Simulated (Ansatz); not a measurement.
MgPt₃ (Pm-3m), PBEsol, DFPT electron-phonon coupling, linearised Boltzmann equation (Ansatz, a program for electronic structure): phonon-limited resistivity 12.1 μΩ·cm at 300 K, 16.2 μΩ·cm at 400 K, current-weighted mean free path 7.1 nm, Drude plasma energy 6.48 eV.

Task: What temperature coefficient of resistance follows, and how does it compare with 1/T?

Result: (ρ₄₀₀ − ρ₃₀₀)/(100 K × ρ₃₀₀) = 3.39×10⁻³ K⁻¹, against 1/T = 3.33×10⁻³ K⁻¹ for a resistivity proportional to T. Impurities would add a constant and lower it.

Task: Estimate the resistivity of a 80 nm square wire with diffuse walls from ρ ≈ ρ₀(1 + 3ℓ/4d).

Result: 1 + 0.75 × 7.1/80 = 1.07, so ρ ≈ 12.9 μΩ·cm and a line 1 μm long has 20.2 Ω. The formula is the free-electron limit for d well above ℓ; grain boundaries add to it.

Task: What is the classical skin depth at 1 GHz (nonmagnetic, μ₀ = 1.257×10⁻⁶ H/m)?

Result: δ = √(ρ/(π f μ₀)) = 5540 nm.

A metal at this level (no band gap). Only scattering by harmonic phonons is included (no impurities, grain boundaries, electron-electron scattering or thermal expansion). Spin-orbit coupling is left out, which matters with elements this heavy. Halving the electron mesh (24x24x24) moves the resistivity by up to 4 % at 300 K, the mean free path by up to 6 %. Smearing 0.20 eV; phonons on a 4x4x4 q mesh, which this run doesn't test.

Computed structure with no diffraction record at hand here (it may be known, metastable or hypothetical): MgPt3 (Pm-3m).
